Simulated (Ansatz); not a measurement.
The starting structures come from a database of crystals and need not be the phases stable at ambient conditions.

Given:

```yaml
crystal:
  lattice:
    - [6.09990, 0.00000, 0.00000]
    - [-0.00120, 7.35780, 0.00000]
    - [0.00000, 0.00000, 6.35676]
  atoms:
    - { symbol: Zn, position: [0.58251, 0.72941, 0.67356] }
    - { symbol: Zn, position: [0.08251, 0.22941, 0.32644] }
    - { symbol: Si, position: [0.58700, 0.97598, 0.17400] }
    - { symbol: Si, position: [0.08700, 0.47598, 0.82600] }
    - { symbol: Cu, position: [0.57780, 0.22322, 0.67415] }
    - { symbol: Cu, position: [0.07780, 0.72322, 0.32585] }
    - { symbol: Cu, position: [0.08372, 0.97265, 0.84698] }
    - { symbol: Cu, position: [0.58372, 0.47265, 0.15302] }
    - { symbol: S, position: [0.20021, 0.71614, 0.66873] }
    - { symbol: S, position: [0.70021, 0.21614, 0.33127] }
    - { symbol: S, position: [0.20551, 0.23483, 0.67393] }
    - { symbol: S, position: [0.70551, 0.73483, 0.32607] }
    - { symbol: S, position: [0.23577, 0.97239, 0.17595] }
    - { symbol: S, position: [0.73577, 0.47239, 0.82405] }
    - { symbol: S, position: [0.70939, 0.97979, 0.85850] }
    - { symbol: S, position: [0.20939, 0.47979, 0.14150] }
```

Space group of this cell: Pc. The cell is taken as given; by PBEsol its mean pressure is -1.0 GPa.

Transport runs along the normal of the first two printed cell vectors.

No gap correction and no spin-orbit coupling; mid-gap values are interpolated between computed energies.

Task: Give the band gap and the smallest decay constant κ at mid-gap that PBEsol (Ansatz, a quantum-chemistry and plane-wave program) yields.

Result: Gap 1.65 eV on a 6×4×6 mesh; κ = 0.152 1/Å, at the zone centre.
